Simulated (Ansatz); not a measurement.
Stishovite (SiO2), treated with RPBE (Ansatz, an electronic-structure program, PAW).

Numerical settings: plane-wave cutoff 520 eV, 8×8×12 k mesh (along the axes of the cell as run), Fermi–Dirac smearing 0.01 eV, scalar-relativistic PAW data made under PBE.

Equation-of-state points:

```
V (Å³/atom)  E − E_lowest (meV/atom)
-----------  -----------------------
7.889                          10.71
8.053                           2.55
8.218                           0.00
8.382                           2.30
8.546                           8.74
```

What bulk modulus B0 and pressure derivative B′ does a third-order Birch–Murnaghan fit give?

V0 = 8.218 Å³/atom, B0 = 235 GPa, B′ = 6.6 (fit to the energies at full precision).

Shape and atoms are relaxed at each volume.

Measured, for comparison: bulk modulus 310 ± 1 GPa (300 K, not corrected to a static lattice; as tabulated in arXiv:1001.2066). Computed (rounded) less measured: bulk modulus -24 %.

Note: the bulk modulus comes from volumes at which shape and atoms were relaxed.

Computed values are for the static lattice.

The result took roughly 7 core-minutes.
